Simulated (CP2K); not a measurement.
## A self-consistent single point of MgCoF₅ (P2_1/c, 28 atoms in the cell) with CP2K

Method of the run: PBEsol, GPW, DZVP-MOLOPT-SR-GTH basis, GTH-PBE potentials (GTH_POTENTIALS) in CP2K 2026.2.

Input:

```
&GLOBAL
  PROJECT mgcof5
  RUN_TYPE ENERGY_FORCE
  PRINT_LEVEL MEDIUM
&END GLOBAL
&FORCE_EVAL
  METHOD Quickstep
  STRESS_TENSOR ANALYTICAL
  &DFT
    BASIS_SET_FILE_NAME BASIS_MOLOPT
    POTENTIAL_FILE_NAME GTH_POTENTIALS
    &QS
      METHOD GPW
      EPS_DEFAULT 1E-10
    &END QS
    &MGRID
      CUTOFF 1000
      REL_CUTOFF 40
      NGRIDS 5
    &END MGRID
    &SCF
      SCF_GUESS ATOMIC
      EPS_SCF 1E-7
      MAX_SCF 100
      ADDED_MOS 39
      &DIAGONALIZATION
        ALGORITHM STANDARD
      &END DIAGONALIZATION
      &MIXING
        METHOD BROYDEN_MIXING
        ALPHA 0.4
        NBUFFER 12
        BETA 1
      &END MIXING
    &END SCF
    &KPOINTS
      SCHEME MONKHORST-PACK 3 2 2
      GAMMA_CENTERED T
    &END KPOINTS
    &XC
      &XC_FUNCTIONAL
        &PBE
          PARAMETRIZATION PBESOL
        &END PBE
      &END XC_FUNCTIONAL
    &END XC
    &PRINT
      &MO
        EIGENVALUES T
        OCCUPATION_NUMBERS T
        NDIGITS 8
        FILENAME mo
        &EACH
          QS_SCF 0
        &END EACH
        ADD_LAST NUMERIC
      &END MO
      &MULLIKEN ON
      &END MULLIKEN
    &END PRINT
  &END DFT
  &SUBSYS
    &CELL
      ABC 5.06062800 9.36902400 7.17827500
      ALPHA_BETA_GAMMA 90.00000000 109.96010285 90.00000000
      PERIODIC XYZ
    &END CELL
    &COORD
      Mg       2.02684297     0.11683173     1.70606665
      Mg       0.58336803     9.25219227     5.04101335
      Mg       1.80857653     4.80134373     1.66747335
      Mg       0.80163447     4.56768027     5.07960665
      Co      -0.46366471     7.05909113     2.68722702
      Co       3.07387571     2.30993287     4.05985298
      Co       4.29908421     2.37457913     0.68631298
      Co      -1.68887321     6.99444487     6.06076702
      F        0.94845272     8.31997438     2.86669935
      F        1.66175828     1.04904962     3.88038065
      F        2.88696678     3.63546238     0.50684065
      F       -0.27675578     5.73356162     6.24023935
      F        0.55002296     5.69777195     3.44735306
      F        2.06018804     3.67125205     3.29972694
      F        0.83497954     1.01325995     6.67326694
      F        1.77523146     8.35576405     0.07381306
      F        0.25999439     3.72484287     1.32519398
      F        2.35021661     5.64418113     5.42188602
      F        3.57542511     8.40935487     2.04834602
      F       -0.96521411     0.95966913     4.69873398
      F        0.66760806     1.26294444     1.03291048
      F        1.94260294     8.10607956     5.71416952
      F        3.16781144     5.94745644     2.34062952
      F       -0.55760044     3.42156756     4.40645048
      F        0.47559494     6.36653288     1.12797683
      F        2.13461606     3.00249112     5.61910317
      F        3.35982456     1.68202088     2.24556317
      F       -0.74961356     7.68700312     4.50151683
    &END COORD
    &KIND Mg
      BASIS_SET DZVP-MOLOPT-SR-GTH
      POTENTIAL GTH-PBE-q10
    &END KIND
    &KIND Co
      BASIS_SET DZVP-MOLOPT-SR-GTH
      POTENTIAL GTH-PBE-q17
    &END KIND
    &KIND F
      BASIS_SET DZVP-MOLOPT-SR-GTH
      POTENTIAL GTH-PBE-q7
    &END KIND
  &END SUBSYS
  &PRINT
    &FORCES ON
    &END FORCES
    &STRESS_TENSOR ON
    &END STRESS_TENSOR
  &END PRINT
&END FORCE_EVAL
```

Output (repeated stretches shortened):

```
 GLOBAL| Method name                                                        CP2K
 GLOBAL| Project name                                                     mgcof5
 GLOBAL| Run type                                                   ENERGY_FORCE

 CELL| Volume [angstrom^3]:                                           319.900284
 CELL| Vector a [angstrom]:       5.061     0.000     0.000   |a| =     5.060628
 CELL| Vector b [angstrom]:       0.000     9.369     0.000   |b| =     9.369024
 CELL| Vector c [angstrom]:      -2.450     0.000     6.747   |c| =     7.178275
 CELL| Angle (b,c), alpha [degree]:                                    90.000000
 CELL| Angle (a,c), beta  [degree]:                                   109.960103
 CELL| Angle (a,b), gamma [degree]:                                    90.000000
 CELL| Numerically orthorhombic:                                              NO
 CELL| Periodicity                                                           XYZ

 DFT| Spin restricted Kohn-Sham (RKS) calculation                            RKS
 DFT| Multiplicity                                                             1
 DFT| Number of spin states                                                    1
 DFT| Charge                                                                   0
 DFT| XC density smoothing                                                  NONE
 DFT| XC derivatives                                                          PW

 QS| Method:                                                                 GPW
 QS| Density plane wave grid type                        NON-SPHERICAL FULLSPACE
 QS| Number of grid levels:                                                    5
 QS| Density cutoff [a.u.]:                                                500.0
 QS| Multi grid cutoff [a.u.]: 1) grid level                               500.0
   [... lines left out ...]
 BRILLOUIN|     3           0.16667       -0.33333        0.50000        0.00000
 BRILLOUIN|     4           0.16667       -0.33333        0.50000        0.50000
 BRILLOUIN|     5           0.08333        0.00000        0.00000        0.00000
 BRILLOUIN|     6           0.08333        0.00000        0.00000        0.50000
 BRILLOUIN|     7           0.08333        0.00000        0.50000        0.00000
 BRILLOUIN|     8           0.08333        0.00000        0.50000        0.50000
 *******************************************************************************

 Extrapolation method: initial_guess

 Re-scaling the density matrix to get the right number of electrons
                  # Electrons              Trace(P)               Scaling factor
                          248               248.000                        1.000

 Number of electrons:                                                        248
 Number of occupied orbitals:                                                124
 Number of molecular orbitals:                                               163

 Number of orbital functions:                                                400
 Number of independent orbital functions:                                    400
 SCF WAVEFUNCTION OPTIMIZATION

  Step     Update method      Time    Convergence         Total energy    Change
     1 NoMix/Diag. 0.40E+00      -     1.91919103     -1318.7005406267 -1.32E+03
     2 Broy./Diag. 0.40E+00      -     0.30531810     -1304.8986883749  1.38E+01
     3 Broy./Diag. 0.40E+00      -     0.15438527     -1312.3189941056 -7.42E+00
     4 Broy./Diag. 0.40E+00      -     0.07663630     -1319.6382219745 -7.32E+00
     5 Broy./Diag. 0.40E+00      -     0.01314209     -1318.8804713295  7.58E-01
     6 Broy./Diag. 0.40E+00      -     0.00544771     -1317.9230149371  9.57E-01
     7 Broy./Diag. 0.40E+00      -     0.00238338     -1317.7192802183  2.04E-01
     8 Broy./Diag. 0.40E+00      -     0.00531910     -1317.7315878505 -1.23E-02
     9 Broy./Diag. 0.40E+00      -     0.00660138     -1317.7623621532 -3.08E-02
    10 Broy./Diag. 0.40E+00      -     0.00326067     -1317.7675894655 -5.23E-03
    11 Broy./Diag. 0.40E+00      -     0.00049991     -1317.7678509888 -2.62E-04
   [... lines left out ...]
    14 Broy./Diag. 0.40E+00      -     0.00001760     -1317.7501458478  6.62E-04
    15 Broy./Diag. 0.40E+00      -     0.00001848     -1317.7499960736  1.50E-04
    16 Broy./Diag. 0.40E+00      -     0.00001171     -1317.7501197776 -1.24E-04
    17 Broy./Diag. 0.40E+00      -     0.00000548     -1317.7501913907 -7.16E-05
    18 Broy./Diag. 0.40E+00      -     0.00000311     -1317.7502832675 -9.19E-05
    19 Broy./Diag. 0.40E+00      -     0.00000740     -1317.7502982803 -1.50E-05
    20 Broy./Diag. 0.40E+00      -     0.00000530     -1317.7503028713 -4.59E-06
    21 Broy./Diag. 0.40E+00      -     0.00000029     -1317.7503076575 -4.79E-06
    22 Broy./Diag. 0.40E+00      -     0.00000018     -1317.7502981819  9.48E-06
    23 Broy./Diag. 0.40E+00      -     0.00000041     -1317.7502992685 -1.09E-06
    24 Broy./Diag. 0.40E+00      -     0.00000036     -1317.7502992328  3.57E-08
    25 Broy./Diag. 0.40E+00      -     0.00000016     -1317.7502995152 -2.82E-07
    26 Broy./Diag. 0.40E+00      -     0.00000004     -1317.7502992835  2.32E-07
  *** SCF run converged in    26 steps ***

  Electronic density on regular grids:       -247.9999998298        0.0000001702
  Core density on regular grids:              247.9999999963       -0.0000000037
  Total charge density on r-space grids:        0.0000001665
  Total charge density g-space grids:           0.0000001665

  Overlap energy of the core charge distribution:               0.00000000000003
  Self energy of the core charge distribution:              -2790.23147328045479
  Core Hamiltonian energy:                                    791.46685737946791
  Hartree energy:                                             866.02210331064441
  Exchange-correlation energy:                               -185.00778669313618

  Total energy:                                             -1317.75029928347863

                     Mulliken Population Analysis

 #  Atom  Element  Kind  Atomic population                           Net charge
       1     Mg       1          8.601884                              1.398116
       2     Mg       1          8.601884                              1.398116
       3     Mg       1          8.601885                              1.398115
       4     Mg       1          8.601885                              1.398115
       5     Co       2         16.231848                              0.768152
       6     Co       2         16.231848                              0.768152
       7     Co       2         16.231833                              0.768167
       8     Co       2         16.231833                              0.768167
       9     F        3          7.486392                             -0.486392
      10     F        3          7.486392                             -0.486392
      11     F        3          7.486396                             -0.486396
   [... 17 lines left out ...]
 # Total charge                            248.000000                  0.000000

 ENERGY| Total FORCE_EVAL ( QS ) energy [hartree]          -1317.750298801995768

 FORCES| Atomic forces [hartree/bohr]
 FORCES|   Atom     x               y               z               |f|
   [... lines left out ...]
 FORCES|      2 -1.49733985E-03  9.74929577E-04  3.99839069E-03   4.37945686E-03
 FORCES|      3 -1.49776915E-03 -9.75233008E-04  4.02022321E-03   4.39961208E-03
 FORCES|      4  1.49776952E-03  9.75232218E-04 -4.02022289E-03   4.39961175E-03
 FORCES|      5  1.17761948E-02  1.41277890E-03  3.73393827E-03   1.24345085E-02
 FORCES|      6 -1.17761948E-02 -1.41277891E-03 -3.73393828E-03   1.24345085E-02
   [... 17 lines left out ...]
 FORCES|     24 -1.59086665E-02 -9.16110845E-03 -9.94842066E-03   2.08801976E-02
 FORCES|     25 -2.00039302E-02  1.83041980E-02 -8.93740119E-03   2.85495714E-02
 FORCES|     26  2.00039302E-02 -1.83041980E-02  8.93740125E-03   2.85495715E-02
 FORCES|     27  2.00040390E-02  1.83040648E-02  8.93620819E-03   2.85491888E-02
 FORCES|     28 -2.00040389E-02 -1.83040648E-02 -8.93620839E-03   2.85491888E-02
 FORCES| Sum     1.04878146E-09  5.91145188E-13  4.30415790E-10
 FORCES| Total atomic force                                       1.13366690E-09

 STRESS| Analytical stress tensor [bar]
 STRESS|                        x                   y                   z
 STRESS|      x       -1.28095840398E+04   2.42444224125E-02   9.38504285067E+03
 STRESS|      y        2.42444224125E-02  -9.96496070496E+02   5.77632370871E-01
 STRESS|      z        9.38504285067E+03   5.77632370871E-01  -3.39268152755E+04
 STRESS| 1/3 Trace                                            -1.59109651286E+04
```

The run converged in 26 iterations.

The starting cell comes from a database of computed structures (which also holds hypothetical and non-ambient phases and stackings), without a prior relaxation at this level. Its lattice was rescaled by a random factor within 2.5 % of one. Spin polarisation is off, so a magnetic state, if there is one, cannot be reached. Values carry the incompleteness of an atom-centred basis. The potentials were made for another functional than the one used. Forces in this geometry exceed 1 eV/Å.

Cost on one core of a shared machine: roughly 4 min.
